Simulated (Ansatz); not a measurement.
# Ag: response to strain

The reference is Ag in the fcc (Cu type) structure (space group Fm-3m, No. 225; a = 4.0538 Å; relaxed with 0.1 eV smearing). Axes: x, y, z lie along the cube axes.

Strains are applied to the cell and any free atomic positions relax; under biaxial strain the out-of-plane vector relaxes too.

Computed with DFT with PBEsol, PAW potentials and a 420 eV plane-wave cutoff in Ansatz (an electronic-structure program), scalar-relativistic without spin-orbit coupling.

```csv
"biaxial strain, plane normal [111], relaxed out of plane (%)",out-of-plane strain (%)
-2.5,2.15
-2.08,1.78
-1.67,1.42
-1.25,?
-0.83,0.70
-0.42,0.36
0,0.00
```

Fit ε⊥ = −νε + γε² (strains in %) to the rows shown and predict the withheld row.

Least squares on the printed values gives ν = 0.84 (the biaxial Poisson response) and γ = 0.009 (largest residual 0.01 %); this predicts 1.06 %, and the run gives 1.06 %, in agreement.

Stability against distortions was not tested.
